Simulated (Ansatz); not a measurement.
Defect: interstitial N in rutile TiO2, charge state -1. All values below come from PBE, PAW (plane waves to 420 eV; Ansatz, an electronic-structure program).

Cell of 72 host sites held at the relaxed PBE lattice; one k-point at (0.250, 0.250, 0.250); Fermi-Dirac width 0.01 eV, spin-restricted; finite-size errors left in. Energies are static. The charge state is imposed; whether it is stable for some Fermi level was not computed. Sites that were not tried may lie lower.

Barriers: single points on a 2×2×2 k-point mesh shifted by half a step at the bands' geometries.

Relaxed starting cell (atoms counted from 1):

```yaml
crystal:
  lattice:
    - [9.28699, 0.00000, 0.00000]
    - [0.00000, 9.28699, 0.00000]
    - [0.00000, 0.00000, 8.89145]
  atoms:
    - { symbol: Ti, position: [0.00782, 0.99256, 0.00004] }
    - { symbol: Ti, position: [0.00952, 0.99430, 0.33222] }
    - { symbol: Ti, position: [0.98949, 0.00621, 0.66768] }
    - { symbol: Ti, position: [0.00048, 0.51089, 0.00295] }
    - { symbol: Ti, position: [0.00166, 0.50219, 0.33832] }
    - { symbol: Ti, position: [0.00129, 0.49347, 0.67036] }
    - { symbol: Ti, position: [0.49948, 0.01124, 0.00574] }
    - { symbol: Ti, position: [0.49875, 0.99793, 0.33920] }
    - { symbol: Ti, position: [0.50250, 0.99490, 0.67305] }
    - { symbol: Ti, position: [0.50314, 0.49732, 0.00675] }
    - { symbol: Ti, position: [0.50719, 0.49976, 0.33609] }
    - { symbol: Ti, position: [0.49205, 0.50127, 0.66933] }
    - { symbol: Ti, position: [0.24629, 0.26110, 0.17490] }
    - { symbol: Ti, position: [0.25128, 0.24472, 0.50620] }
    - { symbol: Ti, position: [0.24864, 0.24997, 0.84079] }
    - { symbol: Ti, position: [0.25651, 0.75060, 0.16690] }
    - { symbol: Ti, position: [0.24599, 0.74567, 0.50190] }
    - { symbol: Ti, position: [0.25258, 0.75106, 0.83314] }
    - { symbol: Ti, position: [0.76406, 0.24436, 0.16797] }
    - { symbol: Ti, position: [0.74470, 0.24625, 0.49929] }
    - { symbol: Ti, position: [0.74760, 0.25617, 0.83437] }
    - { symbol: Ti, position: [0.74835, 0.76003, 0.17340] }
    - { symbol: Ti, position: [0.75185, 0.74652, 0.50746] }
    - { symbol: Ti, position: [0.74587, 0.74547, 0.84038] }
    - { symbol: O, position: [0.14560, 0.16540, 0.99191] }
    - { symbol: O, position: [0.14701, 0.16656, 0.33839] }
    - { symbol: O, position: [0.15187, 0.15146, 0.66547] }
    - { symbol: O, position: [0.15691, 0.64460, 0.99361] }
    - { symbol: O, position: [0.15860, 0.64330, 0.33765] }
    - { symbol: O, position: [0.15119, 0.65210, 0.66518] }
    - { symbol: O, position: [0.65212, 0.15143, 0.99935] }
    - { symbol: O, position: [0.65373, 0.14994, 0.33219] }
    - { symbol: O, position: [0.65078, 0.15166, 0.66540] }
    - { symbol: O, position: [0.64979, 0.65046, 0.99930] }
    - { symbol: O, position: [0.65039, 0.65194, 0.32995] }
    - { symbol: O, position: [0.65048, 0.65083, 0.66484] }
    - { symbol: O, position: [0.09586, 0.40480, 0.16457] }
    - { symbol: O, position: [0.09469, 0.40431, 0.50153] }
    - { symbol: O, position: [0.09646, 0.40454, 0.82879] }
    - { symbol: O, position: [0.15830, 0.96268, 0.16515] }
    - { symbol: O, position: [0.09967, 0.90010, 0.49417] }
    - { symbol: O, position: [0.09855, 0.90079, 0.83458] }
    - { symbol: O, position: [0.59821, 0.40181, 0.16512] }
    - { symbol: O, position: [0.59887, 0.39980, 0.49654] }
    - { symbol: O, position: [0.59791, 0.40015, 0.83202] }
    - { symbol: O, position: [0.59397, 0.90288, 0.16445] }
    - { symbol: O, position: [0.59400, 0.90256, 0.50049] }
    - { symbol: O, position: [0.59451, 0.90171, 0.82997] }
    - { symbol: O, position: [0.40115, 0.09963, 0.16530] }
    - { symbol: O, position: [0.39956, 0.09741, 0.49557] }
    - { symbol: O, position: [0.40038, 0.09727, 0.83291] }
    - { symbol: O, position: [0.40130, 0.59494, 0.16427] }
    - { symbol: O, position: [0.40486, 0.59576, 0.49940] }
    - { symbol: O, position: [0.40298, 0.59614, 0.83004] }
    - { symbol: O, position: [0.90480, 0.09706, 0.16483] }
    - { symbol: O, position: [0.90165, 0.09406, 0.49982] }
    - { symbol: O, position: [0.90080, 0.09378, 0.83059] }
    - { symbol: O, position: [0.90291, 0.60113, 0.16513] }
    - { symbol: O, position: [0.90024, 0.59845, 0.49564] }
    - { symbol: O, position: [0.90054, 0.59792, 0.83293] }
    - { symbol: O, position: [0.34773, 0.34858, 0.99937] }
    - { symbol: O, position: [0.34742, 0.34961, 0.33144] }
    - { symbol: O, position: [0.34761, 0.34905, 0.66424] }
    - { symbol: O, position: [0.35022, 0.84214, 0.99660] }
    - { symbol: O, position: [0.35166, 0.84178, 0.33454] }
    - { symbol: O, position: [0.34683, 0.84650, 0.66564] }
    - { symbol: O, position: [0.84767, 0.34592, 0.99858] }
    - { symbol: O, position: [0.84831, 0.34551, 0.33274] }
    - { symbol: O, position: [0.84638, 0.34611, 0.66606] }
    - { symbol: O, position: [0.83530, 0.85064, 0.99422] }
    - { symbol: O, position: [0.83533, 0.85141, 0.33743] }
    - { symbol: O, position: [0.84736, 0.84542, 0.66502] }
    - { symbol: N, position: [0.05521, 0.85046, 0.16637] }
```
Cell charge -1.

End state 1 differs by these moves (Å; atoms that move under 0.08 Å are left out):

```csv
atom,element,Δx,Δy,Δz
2,Ti,-0.20,0.10,0.00
3,Ti,0.17,-0.13,0.00
5,Ti,-0.01,-0.08,-0.09
6,Ti,0.01,0.08,-0.08
7,Ti,-0.01,-0.01,-0.11
8,Ti,0.03,-0.03,-0.11
9,Ti,-0.03,0.03,-0.12
10,Ti,-0.01,-0.01,-0.12
11,Ti,-0.15,0.02,-0.05
12,Ti,0.14,-0.02,-0.05
13,Ti,0.03,-0.11,-0.14
14,Ti,-0.02,0.00,-0.12
15,Ti,-0.02,0.10,-0.15
19,Ti,-0.16,0.11,-0.03
21,Ti,0.15,-0.12,-0.02
22,Ti,-0.03,-0.13,-0.12
23,Ti,0.00,-0.02,-0.13
24,Ti,0.02,0.14,-0.11
25,O,0.00,0.00,0.14
26,O,0.05,-0.14,-0.04
27,O,-0.04,0.14,-0.04
28,O,0.01,0.00,0.11
29,O,-0.06,0.08,-0.03
30,O,0.06,-0.08,-0.03
40,O,-0.55,-0.58,0.00
41,O,0.00,0.00,0.10
42,O,0.55,0.57,-0.02
70,O,0.00,0.00,0.10
71,O,0.11,-0.06,-0.03
72,O,-0.11,0.06,-0.03
73,N,0.00,0.00,-2.95
```

Predict the forward and backward barriers to end state 1 from PBE, PAW.

forward 2.02 eV, backward 2.02 eV; at the saddle point atom 73 has neighbours O at 1.75, O at 1.80; Ti at 1.81, Ti at 1.98 Å. The saddle point's order was not checked.
